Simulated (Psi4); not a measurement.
Psi4 1.11, PBE/def2-svp: Ga(NHiPr)(OH)2 (CC(C)[NH][Ga]([OH])[OH]), 17 atoms. The geometry is a generated start, not checked to be a minimum at this level.

```yaml
task: energy
method: pbe
basis: def2-svp
memory: 3 GB
maxiter: 100
keys_of_the_molecule_block: symmetry c1
scf_type: df (default)
guess: auto, which took SAD (default)
scf_initial_accelerator: adiis (default)
e_convergence: 1e-06 (default)
d_convergence: 1e-06 (default)
dft_radial_points: 75 (default)
dft_spherical_points: 302 (default)
basis_functions: 166
grid_points: 361449
```

```xyz
17

Ga    -0.4398     0.4104     1.9004
N     -0.0204    -0.7294     0.4745
C     -0.1856    -0.2424    -0.8969
C      0.7249     0.9622    -1.0863
C      0.1864    -1.3699    -1.8601
H     -0.4881    -1.6277     0.5787
H     -1.2235     0.0646    -1.1017
H      0.5970     1.3873    -2.0782
H      0.4741     1.7194    -0.3407
H      1.7623     0.6666    -0.9506
H      0.1246    -1.0161    -2.8860
H      1.2022    -1.7039    -1.6619
H     -0.4876    -2.2163    -1.7443
O     -1.2155     1.9700     1.7210
H     -1.4364     2.4332     2.5292
O     -0.0370     0.0279     3.5616
H      0.4622    -0.7361     3.8414
```

One run each on 2 threads. Values of diis_max_vecs tried: 3, 6, 10 (default), 20.

Q: Predict the course of the SCF iterations along this series.

A: Fewest SCF iterations, within one of each other: 6 with 12, 10 (default) with 12, 20 with 12. The count rises to 21 at 3. All converge to one solution.

| diis_max_vecs | SCF iterations | end |
|---|---|---|
| 3 | 21 | same solution |
| 6 | 12 | same solution |
| 10 (default) | 12 | same solution |
| 20 | 12 | same solution |
